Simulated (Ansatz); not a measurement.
Consider the following.

```
CdTe
1.0
    0.00000     3.27885     3.27885
    3.27885     0.00000     3.27885
    3.27885     3.27885     0.00000
Cd Te
1 1
Direct
  0.00000   0.00000   0.00000
  0.25000   0.25000   0.25000
```

Method: r2SCAN with spin-orbit coupling, rigid bands (plane waves, PAW; Ansatz, a quantum-chemistry and plane-wave program). Geometry: cell and atoms relaxed with r2SCAN.

**Question.** What conductivity effective mass do dilute holes have at 300 K?

**Answer.** 0.57 mₑ.

**Question.** Predict the electron conductivity mass (n e² τ/σ) at 300 K, by direction if it differs.

**Answer.** 0.094 mₑ.

**Question.** And the band gap?

**Answer.** 0.91 eV at this level; semilocal functionals usually fall short of the measured gap.

Rigid bands, one relaxation time for all states, no polarons.
